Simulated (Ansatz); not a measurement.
## Response to strain in NaCl

Base system: NaCl in the rock salt structure (space group Fm-3m, No. 225).

```xyz
2
Lattice="0.0000 2.8007 2.8007 2.8007 0.0000 2.8007 2.8007 2.8007 0.0000" Properties=species:S:1:pos:R:3 pbc="T T T"
Na     0.0000     0.0000     0.0000
Cl     2.8007     2.8007     2.8007
```

Strains are applied to the cell and any free atomic positions relax.

Computed with Kohn–Sham DFT with the PBEsol functional, run in Ansatz (a program for electronic structure) with PAW and 420 eV plane waves, no spin-orbit coupling.

Candidates:
(a) isotropic strain −1.00 %
(b) isotropic strain +0.50 %
(c) isotropic strain +1.50 %
(d) isotropic strain +3.00 %

Notes on the quantities. energy relative to the base: free energy F.

Order them by energy relative to the base, lowest first.

(b) isotropic strain +0.50 % (+0.4 meV/atom), (a) isotropic strain −1.00 % (+1.7 meV/atom), (c) isotropic strain +1.50 % (+3.4 meV/atom), (d) isotropic strain +3.00 % (+13 meV/atom)

Whether these cells are dynamically stable was not tested.
